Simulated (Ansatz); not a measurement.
## Se: pressure series

The parent structure is Se (space group P3_121, No. 152; made of chains).

```yaml
crystal:
  lattice:
    - [4.50569, 0.00000, 0.00000]
    - [-2.25284, 3.90204, 0.00000]
    - [0.00000, 0.00000, 4.99129]
  atoms:
    - { symbol: Se, position: [0.21709, 0.00000, 0.83333] }
    - { symbol: Se, position: [0.00000, 0.21709, 0.16667] }
    - { symbol: Se, position: [0.78291, 0.78291, 0.50000] }
```

Cell and atoms are relaxed at each pressure.

Computed with r2SCAN (Ansatz, a first-principles code), no spin-orbit coupling.

Candidates:
(a) pressure 5 GPa
(b) pressure 1.5 GPa
(c) pressure 3 GPa
(d) pressure 0.3 GPa
(e) pressure 0.7 GPa

For the base:

| Quantity | Value |
|---|---|
| Band gap | 1.33 eV |

### Question
Order them by band gap, lowest first.

### Answer
(a) pressure 5 GPa (0.59 eV), (c) pressure 3 GPa (0.80 eV), (b) pressure 1.5 GPa (1.02 eV), (e) pressure 0.7 GPa (1.16 eV), (d) pressure 0.3 GPa (1.25 eV)

Load acts through the strain it causes; cell and atoms are relaxed under it. No phonon test of stability was made. No other phases were tried under pressure. No dispersion term is included, though the crystal is made of layers, chains or molecules, so its spacings can come out too wide.
